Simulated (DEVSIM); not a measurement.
Device: abrupt In0.53Ga0.47As p-n junction, at 350 K.

Layer 1 from the left is In0.53Ga0.47As, thickness (μm) 12.0, Na (cm⁻³) 1.7e17, τn (s) 2.7e-8, τp (s) 2.7e-8. Layer 2 from the left is In0.53Ga0.47As, thickness (μm) 0.420, Nd (cm⁻³) 7.9e16, τn (s) 2.7e-8, τp (s) 2.7e-8.

Left contact: ohmic. Right contact: ohmic. Voltage is applied to the left contact. Recombination: SRH at mid-gap, radiative. Mobility is constant in doping.

This is a model device: material constants are rounded textbook-type values typed into the input, and sizes, dopings and lifetimes were drawn at random. Values at 300 K; Nc and Nv go as T^1.5, mobilities as T to minus their exponent, the gap by Varshni's rule with the affinity fixed.

In0.53Ga0.47As: gap (eV) 0.74, affinity (eV) 4.51, permittivity 13.9, Nc (cm⁻³) 2.1e17, Nv (cm⁻³) 7.7e18, μn (cm²/Vs) 12000, μp (cm²/Vs) 300, T exponent of μn 1.6, T exponent of μp 1.6, B (cm³/s) 9.6e-11, Varshni α (eV/K) 0.00035, Varshni β (K) 190.

**Question.** Estimate by hand the built-in potential, the peak field at zero bias, and compare with a numerical solution.

**Answer.** 
- Built-in potential: ni = √(Nc Nv) exp(−Eg/2kT) = 9.68e12 cm⁻³ with Eg = 0.725 eV; Vbi = kT/q ln(Na Nd/ni²) = 0.566 V; numerical 0.566 V.
- Peak field at zero bias: depletion approximation: W = √(2εVbi/(qN)) = 0.127 μm with N = 5.39e16 cm⁻³; field = 2Vbi/W = 89200 V/cm; numerical 84300 V/cm (estimate above by 5.8 %).

Model (solved in DEVSIM): 1D drift-diffusion, Boltzmann statistics, complete ionisation; no tunnelling, impact ionisation, image-force lowering or self-heating.
